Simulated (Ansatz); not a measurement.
ZrN (P6₃/mmc, No. 194, 4 atoms in the cell; start mp-1014160; a measured phase of this formula has another space group)

These are PBEsol in Ansatz (plane waves, PAW) values and carry that method's errors.

Run with plane-wave cutoff 520 eV, 18×18×10 k mesh (along the axes of the cell as run), Fermi–Dirac smearing 0.05 eV, scalar-relativistic PAW data made under PBE.

Cell (relaxed at this level):

Space group P6₃/mmc (No. 194); a = b = 3.163 Å, c = 5.442 Å, α = β = 90.00°, γ = 120.00°

| atom | site | symmetry | x | y | z |
|---|---|---|---|---|---|
| Zr | 2c | -6m2 | 0.3333 | 0.6667 | 0.2500 |
| N | 2a | -3m. | 0.0000 | 0.0000 | 0.0000 |

```json
{
 "band_gap": "none",
 "bulk modulus B0": "265 GPa"
}
```

Note: the relaxation could not lower the start's symmetry, so the cell can be a saddle point above a distorted one; the bulk modulus is −V dP/dV from two relaxed cells at ±2 % in volume.

Spin–orbit coupling is not included.

Computed values are for the static lattice.

The result took very roughly 2.9 core-minutes.

A start named mp-… is a Materials Project structure, which need not be a measured phase.

Ansatz is a first-principles code.
